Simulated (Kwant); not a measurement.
Model system: In0.53Ga0.47As/In0.52Al0.48As stack with 1 barrier. One parabolic valley. Leads of mass 0.041 mₑ with the band edge at 0; grid 0.1 nm; bias swept from 0.0208 to 0.44254 V, dropping linearly over the stack. Emitter Fermi level 0.081 eV, 300 K, equal in the collector.

| layer | thickness (nm) | band offset (eV) | mass (mₑ) |
|---|---|---|---|
| 1 | 2.3 | 0.52 | 0.075 |

Constants are typed, rounded textbook-type inputs, not results; the design itself was drawn at random and stands for no fabricated device.

Computed with Kwant: one-band effective-mass tight-binding model in one dimension, coherent, no space charge, current by the Tsu-Esaki formula.

Sweep values stay those of the base run.

Base results: J (A/cm²) at bias = 0.2317 V 149000; J (A/cm²) at bias = 0.4425 V 217000; J (A/cm²) at bias = 0.3371 V 182000; J (A/cm²) at bias = 0.1262 V 114000.

**Question.** What follows from this one change: mass in the first barrier 0.075 → 0.06 mₑ?

**Answer.** J at bias = 0.2317 V 149000 → 210000 A/cm²; J at bias = 0.4425 V 217000 → 302000 A/cm²; J at bias = 0.3371 V 182000 → 256000 A/cm²; J at bias = 0.1262 V 114000 → 160000 A/cm².

**Question.** What follows from this one change: thickness of the first barrier 2.3 → 1.4 nm?

**Answer.** J at bias = 0.2317 V 149000 → 595000 A/cm²; J at bias = 0.4425 V 217000 → 683000 A/cm²; J at bias = 0.3371 V 182000 → 643000 A/cm²; J at bias = 0.1262 V 114000 → 515000 A/cm².

**Question.** What follows from this one change: temperature 300 → 4 K?

**Answer.** J at bias = 0.2317 V 149000 → 90000 A/cm²; J at bias = 0.4425 V 217000 → 133000 A/cm²; J at bias = 0.3371 V 182000 → 111000 A/cm²; J at bias = 0.1262 V 114000 → 68600 A/cm².

**Question.** What follows from this one change: height of the first barrier 0.52 → 0.31 eV?

**Answer.** J at bias = 0.2317 V 149000 → 516000 A/cm²; J at bias = 0.4425 V 217000 → 705000 A/cm²; J at bias = 0.3371 V 182000 → 607000 A/cm²; J at bias = 0.1262 V 114000 → 416000 A/cm².

**Question.** What follows from this one change: Fermi level in the emitter 0.081 → 0.041 eV?

**Answer.** J at bias = 0.2317 V 149000 → 54500 A/cm²; J at bias = 0.4425 V 217000 → 80100 A/cm²; J at bias = 0.3371 V 182000 → 66800 A/cm²; J at bias = 0.1262 V 114000 → 41600 A/cm².
